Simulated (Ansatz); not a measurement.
Pb: energy against volume

Pb (fcc, Fm-3m, 30.031 Å³/atom and stress up to 0.01 GPa in the relaxed cell, cube axes along x, y and z) under an equal strain ε along all three axes. PBEsol in Ansatz, a plane-wave DFT program (PAW, default set), 420 eV, 23×23×23 Γ-centred mesh, Fermi-Dirac smearing 0.10 eV.

Here V stands for volume and E for E less E0.

```
volume (Å³/atom)  E less E0 (meV/atom)  pressure (GPa)
----------------  --------------------  --------------
28.2653                          16.68            3.32
28.7002                           9.08            2.39
29.1394                           3.85            1.53
29.5832                           0.86            0.73
30.0314                           0.00           -0.01
30.4841                           1.14           -0.69
30.9414                           4.16           -1.32
31.4032                           8.97           -1.90
31.8696                          15.44           -2.44
32.8161                              ?               ?
```

Problem. Using the third-order Birch-Murnaghan form, a cubic in V^(-2/3), estimate the missing E at V = 32.8161 from the other rows, showing the fit.

Solution. With u = V^(-2/3) - 0.1036, the rows have u = 0.0041699, 0.0030785, 0.0020038, 0.0009450, -0.0000978, -0.0011250, -0.0021372, -0.0031344, -0.0041170. Least squares gives E = -0.004 + 31.8·u + 935453·u² + 3980849·u³. Residuals (row less fit): -0.003, 0.005, 0.002, -0.005, -0.002, 0.002, -0.002, 0.006, -0.003; standard error 0.005 (degrees of freedom: 5). Its minimum lies at u = -0.0000170, so V0 = (0.1035830)^(-3/2) = 30.00. There d²E/du² = 1870000 and d³E/du³ = 2.389e7, so B0 = (4/9) × 30.00^(-7/3) × 1870000 × 0.160218 = 47.6 GPa (the last factor turns the table's units into GPa), and B0' = 4 + (2/3) × 0.1035830 × (2.389e7)/1870000 = 4.9. B0' rests on the cubic coefficient alone and has a standard error of 0.1 from these residuals. At the withheld row, u = -0.0060392, so E = -0.004 + 31.8 × (-0.0060392) + 935453 × (-0.0060392)² + 3980849 × (-0.0060392)³ = 33.045 meV/atom. The calculation gives 33.03 meV/atom, 0.015 meV/atom below the prediction (0.0 % of the range of E in the table). The row lies outside the fitted rows, so this is an extrapolation. The scatter of the fitted rows lies at the last printed digit.

In a metal these values are sensitive to mesh and smearing; energies are taken to zero smearing, stresses follow the free energy. Spin-orbit coupling is left out, which can shift these values for the heavy elements here. Other structures, which can take over under pressure, weren't tried. The same form fitted to the pressure column gives B0' = 4.9; series where the two differ by over 0.4 aren't shown. Rows are the converged runs of the series near zero and its far end, less any whose ions stayed unrelaxed beside relaxed ones; series whose fitted rows scatter by over a few per cent of the range, as at a crossing or softening among them, aren't shown in this form.
